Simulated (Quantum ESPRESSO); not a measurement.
A self-consistent single point of LaSi2Ru3 (P6/mmm, 6 atoms in the cell) with Quantum ESPRESSO.

Method: PBEsol, GBRV 1.5 ultrasoft (PBESOL) pseudopotentials (plane waves; Quantum ESPRESSO).

The change in words: lattice scaled by 0.98. Reference geometry:
```xyz
6
Lattice="5.7500 0.0000 0.0000 -2.8750 4.9796 0.0000 0.0000 0.0000 3.4626" Properties=species:S:1:pos:R:3 pbc="T T T"
La     0.0000     0.0000     0.0000
Si     0.0000     3.3198     0.0000
Si     2.8750     1.6599     0.0000
Ru    -1.4375     2.4898     1.7313
Ru     2.8750     0.0000     1.7313
Ru     1.4375     2.4898     1.7313
```

Reference input (self-consistent single point, DFT, PBEsol, plane waves, GBRV 1.5 ultrasoft (PBESOL) pseudopotentials): ecutwfc = 40 Ry; ecutrho = 320 Ry; occupations = smearing; smearing = gauss; degauss = 0.0073499 Ry; potentials = {La: la_pbesol_v1.uspp.F.UPF, Si: si_pbesol_v1.uspp.F.UPF, Ru: ru_pbesol_v1.2.uspp.F.UPF}; K_POINTS = automatic 5 5 7 0 0 0; conv_thr = 1e-09 Ry. This run's input differs from it in these lines:

```diff
@@ -9,4 +9,4 @@
   ibrav = 4,
-  celldm(1) = 10.865879550,
-  celldm(3) = 0.60218966128,
+  celldm(1) = 10.648560960,
+  celldm(3) = 0.60218963260,
   nat = 6,
```

The program printed (abridged):

```
     Self-consistent Calculation

     iteration #  1     ecut=    40.00 Ry     beta= 0.70

     negative rho (up, down):  2.508E-01 0.000E+00

     total energy              =    -700.69183232 Ry
     estimated scf accuracy    <       6.04562848 Ry

     iteration #  2     ecut=    40.00 Ry     beta= 0.70

     negative rho (up, down):  2.524E-01 0.000E+00

     total energy              =    -701.59478369 Ry
     estimated scf accuracy    <      21.68521563 Ry

     iteration #  3     ecut=    40.00 Ry     beta= 0.70

     negative rho (up, down):  2.539E-01 0.000E+00

     total energy              =    -704.31456517 Ry
     estimated scf accuracy    <       0.46887561 Ry

   [... 16 blocks of this kind left out ...]

     iteration # 20     ecut=    40.00 Ry     beta= 0.70

     negative rho (up, down):  2.640E-01 0.000E+00

     total energy              =    -704.32286712 Ry
     estimated scf accuracy    <       0.00000001 Ry

     iteration # 21     ecut=    40.00 Ry     beta= 0.70

     negative rho (up, down):  2.640E-01 0.000E+00
     End of self-consistent calculation

     the Fermi energy is    17.5452 ev

!    total energy              =    -704.32286712 Ry
     estimated scf accuracy    <          1.2E-10 Ry
     smearing contrib. (-TS)   =      -0.00163541 Ry
     internal energy E=F+TS    =    -704.32123171 Ry

     convergence has been achieved in  21 iterations

     negative rho (up, down):  2.640E-01 0.000E+00

     Forces acting on atoms (cartesian axes, Ry/au):

     atom    1 type  1   force =    -0.00000000   -0.00000000    0.00000000
   [... zero for the other atoms too ...]

     Total force =     0.000000     Total SCF correction =     0.000000

     negative rho (up, down):  2.640E-01 0.000E+00
          total   stress  (Ry/bohr**3)                   (kbar)     P=      106.49
   0.00065743  -0.00000000   0.00000000           96.71       -0.00        0.00
  -0.00000000   0.00065743  -0.00000000           -0.00       96.71       -0.00
   0.00000000  -0.00000000   0.00085675            0.00       -0.00      126.03

   JOB DONE.
```

The run converged in 21 iterations. Against the reference run the free energy rises by 25.0 meV/atom and the pressure goes from -1.81 to 10.65 GPa.

The starting cell comes from a database of computed structures (which also holds hypothetical and non-ambient phases and stackings), without a prior relaxation at this level. Its lattice was rescaled by a random factor within 2.5 % of one. For this run, on top of that: lattice scaled by 0.98. Spin polarisation is off. With a pressure of about 11 GPa the cell is away from its equilibrium volume at this level.

Cost on one core of a shared machine: roughly 3 min.
